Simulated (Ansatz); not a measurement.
## What biaxial strain −1.00 %, plane normal [001], relaxed out of plane does to WC

The reference is WC (space group P-6m2, No. 187; a = 2.913 Å, c = 2.835 Å; relaxed with 0.1 eV smearing). Axes: x lies along a and z along c of the hexagonal cell.

Perturbation: compressive biaxial strain of 1.00 % in the plane normal to [001], as in epitaxy on a mismatched substrate; the out-of-plane cell vector and the atoms relax.

All numbers come from r2SCAN in Ansatz (plane waves to 500 eV, PAW, no spin-orbit coupling). k-mesh 23×23×20 (Γ-centred); smearing 0.1 eV (Fermi–Dirac).

```tsv
quantity	base	changed	shift
volume per atom	10.42 Å³	10.25 Å³	-0.17 Å³
space group	P-6m2 (No. 187)	P-6m2 (No. 187)	–
shortest interatomic distance	2.199 Å	2.190 Å	-0.0095 Å
pressure (mean of the normal stresses, compression positive)	0.0 GPa	6.4 GPa	+6.4 GPa
band gap	zero	zero	–
out-of-plane strain	–	+0.36 %	–
mean in-plane stress (compression positive)	–	+9.6 GPa	–
```

Final structure (turned so that z lies along the plane normal):

```xyz
2
Lattice="2.8836 0.0000 0.0000 1.4418 2.4972 0.0000 0.0000 0.0000 2.8455" Properties=species:S:1:pos:R:3 pbc="T T T"
W      0.0000     0.0000     0.0000
C      1.4418     0.8324     1.4227
```

No phonon test of stability was made. The final runs are not spin-polarised.

Ansatz is a quantum-chemistry and plane-wave program.
